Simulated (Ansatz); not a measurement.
# What x(B) = 0.25, 8 atoms, Pmmm does to HfN

Base system: HfN in the rock salt structure (space group Fm-3m, No. 225; a = 4.525 Å).

The other end (x = 1) is HfB in the rock salt structure (space group Fm-3m, No. 225; a model cell): 14.04 Å³/atom, gap zero.

Perturbation: a fraction x = 0.25 of the N sites is given to B, ordered in a cell of 8 atoms (starting symmetry Pmmm) and fully relaxed.

Method: DFT with r2SCAN, PAW potentials and a 500 eV plane-wave cutoff in Ansatz (a program for electronic structure), without spin-orbit coupling. k-mesh 14×10×7 (Γ-centred); smearing 0.05 eV (Fermi–Dirac), for the changed cell.

- Density = 13.09 g/cm³ (base 13.80 g/cm³)
- Shortest interatomic distance = 2.260 Å (base 2.263 Å)
- Band gap = zero (base zero)
- Mixing energy = -0.12 eV/atom (to 0.01 eV only: unlike meshes or grids)
- Deviation of the volume from the linear (Vegard-type) interpolation = -0.3 %
- Mean first-shell distances = N–Hf 2.301 Å (end compound 2.263 Å), B–Hf 2.296 Å (end compound 2.413 Å)

Final structure:

```xyz
8
Lattice="3.2580 0.0000 0.0000 0.0000 4.5707 0.0000 0.0000 0.0000 6.5321" Properties=species:S:1:pos:R:3 pbc="T T T"
N      0.0000     0.0000     4.9658
B      1.6290     2.2853     3.2661
N      0.0000     0.0000     1.5663
N      1.6290     2.2853     0.0000
Hf     0.0000     2.2853     4.8917
Hf     1.6290     0.0000     3.2661
Hf     0.0000     2.2853     1.6405
Hf     1.6290     0.0000     0.0000
```

Each cell is one ordered arrangement of few atoms, which overstates ordering effects compared with a random alloy. Whether these cells are dynamically stable was not tested. All final runs are without spin polarisation. An odd electron count without spin: HfN and HfB.
